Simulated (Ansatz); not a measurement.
How the bulk modulus of LiF (model structure, F-43m, No. 216) moves with the method

No measured value is used here.

Problem. Put these levels in order of the bulk modulus that they give for LiF (model structure, F-43m, No. 216), smallest first: LDA (Ansatz, an electronic-structure program), PBE (Ansatz), PBEsol (Ansatz), r²SCAN (Ansatz).

Solution. PBE (51.8 GPa), PBEsol (54.4 GPa), r²SCAN (58.6 GPa), LDA (65.6 GPa)

Unless a cell is named, each level is at its own relaxed cell (LDA 9.29, PBE 10.39, PBEsol 10.01, r²SCAN 9.86 Å³/atom).

PBE, PBEsol, LDA, r²SCAN: the bulk modulus is −V dP/dV from two relaxed cells at ±2 % in volume. Each level is taken at its own relaxed cell. Cutoffs differ between the levels. Ansatz's density-functional and Hartree–Fock values are scalar-relativistic unless marked +SOC, with PAW data made under PBE.

A model structure was made by putting elements into a prototype or built by hand; it is no filed structure, need not be a known phase, and can be a saddle point held by its symmetry.
